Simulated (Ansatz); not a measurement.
The reference is WSe2 (space group Fm-3m, No. 225; a = 6.266 Å; ferromagnetic; a hypothetical phase, not in the database extracts checked).

(Cell as relaxed with PBE.)

Levels (all Ansatz, a program for electronic structure, PAW): PBE (420 eV, scalar-relativistic without spin-orbit coupling); r2SCAN (500 eV, without spin-orbit coupling).

Each level relaxes its own structure.

```csv
base,PBE,r2SCAN
volume per atom,20.50 Å³,20.46 Å³
lattice parameter a,6.266 Å,6.262 Å
band gap,zero,zero
largest site moment,1.29 μB,1.43 μB
```

Now apply this change: a hydrostatic pressure of 30 GPa.

```tsv
quantity	PBE	r2SCAN
magnetic state	non-magnetic	[?]
lattice parameter a	5.865 Å	[?]
```

Q: What does r2SCAN give?

A: 
- magnetic state, r2SCAN: ferromagnetic
- lattice parameter a, r2SCAN: 5.904 Å

They disagree on the magnetic state; PBE's lattice parameter a lies 0.039 Å below r2SCAN's (0.7 %). Neither level is exact; r2SCAN is the comparison here, not a measurement.

Other magnetic orders, which the real material may have, were not ruled out. Load acts through the strain it causes; cell and atoms are relaxed under it. No phonon test of stability was made. No other phases were tried under pressure. Starting moments died away, wholly or in part, for pressure 30 GPa; another magnetic solution may exist.
